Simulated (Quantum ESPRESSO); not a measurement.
## Quick settings and what they miss: SbPb (Fm-3m, 2 atoms in the cell)

Self-consistent single point.

```yaml
crystal:
  lattice:
    - [-3.16125, 0.00000, 3.16125]
    - [0.00000, 3.16125, 3.16125]
    - [-3.16125, 3.16125, 0.00000]
  atoms:
    - { symbol: Sb, position: [0.50000, 0.50000, 0.50000] }
    - { symbol: Pb, position: [0.00000, 0.00000, 0.00000] }
```

Level of theory: PBEsol, GBRV 1.5 ultrasoft (PBESOL) pseudopotentials (plane waves; Quantum ESPRESSO 7.5).

Base settings: ecutwfc = 40 Ry; ecutrho = 200 Ry; occupations = smearing; smearing = cold; degauss = 0.019992 Ry; potentials = {Sb: sb_pbesol_v1.4.uspp.F.UPF, Pb: pb_pbesol_v1.uspp.F.UPF}; K_POINTS = automatic 7 7 7 0 0 0; conv_thr = 1e-10 Ry.

Tight run (finer mesh or higher cutoff; not a proven limit): ecutwfc: 40 Ry → 56 Ry; ecutrho: 200 Ry → 280 Ry; conv_thr: 1e-10 Ry → 7.3e-11 Ry; K_POINTS: automatic 7 7 7 0 0 0 → automatic 10 10 10 0 0 0. It gave Fermi level (on the code's own zero) 9.51 eV; pressure -1.43 GPa.

Quick runs, as changes from the base:
- A: the base itself
- B: ecutwfc: 40 Ry → 32 Ry; ecutrho: 200 Ry → 160 Ry; K_POINTS: automatic 7 7 7 0 0 0 → automatic 2 2 2 0 0 0
- C: ecutwfc: 40 Ry → 32 Ry; ecutrho: 200 Ry → 160 Ry; conv_thr: 1e-10 Ry → 7.3e-05 Ry; K_POINTS: automatic 7 7 7 0 0 0 → automatic 6 6 6 0 0 0
- D: ecutwfc: 40 Ry → 24 Ry; ecutrho: 200 Ry → 120 Ry; smearing: cold → fd; degauss: 0.019992 Ry → 0.036749 Ry; K_POINTS: automatic 7 7 7 0 0 0 → automatic 6 6 6 0 0 0
- E: ecutwfc: 40 Ry → 28 Ry; ecutrho: 200 Ry → 140 Ry; pseudopotentials: {Sb: sb_pbesol_v1.4.uspp.F.UPF, Pb: pb_pbesol_v1.uspp.F.UPF} → {Sb: sb_lda_v1.4.uspp.F.UPF, Pb: pb_lda_v1.uspp.F.UPF}; K_POINTS: automatic 7 7 7 0 0 0 → automatic 4 4 4 0 0 0 [LDA (PZ)]
- F: ecutwfc: 40 Ry → 20 Ry; ecutrho: 200 Ry → 100 Ry; smearing: cold → mp; degauss: 0.019992 Ry → 0.036749 Ry; K_POINTS: automatic 7 7 7 0 0 0 → automatic 4 4 4 0 0 0

Energies are extrapolated to zero smearing width, which holds to low order in the width alone (under cold and Methfessel-Paxton smearing the free energy itself is taken).

Dashes: energy of E, another energy zero.

† marks runs with another functional, U, potentials or spin treatment: their distance from the tight run is not a convergence error alone.

The count of work is k-points × plane waves × bands × iterations; it is no time. 

The starting cell comes from a database of computed structures (which also holds hypothetical and non-ambient phases and stackings), without a prior relaxation at this level.

```tsv
run	energy less tight (meV/atom)	pressure less tight (GPa)	count of work / tight
A	8.9	0.04	0.29
B	1254.2	1.90	0.043
C	84.1	-5.96	0.066
D	2417.9	-70.20	0.087
E†	–	-22.29	0.054
F	9951.4	-226.25	0.032
```

Among the runs at the tight run's level, the energy misses run from 8.9 to 9951.4 meV/atom.
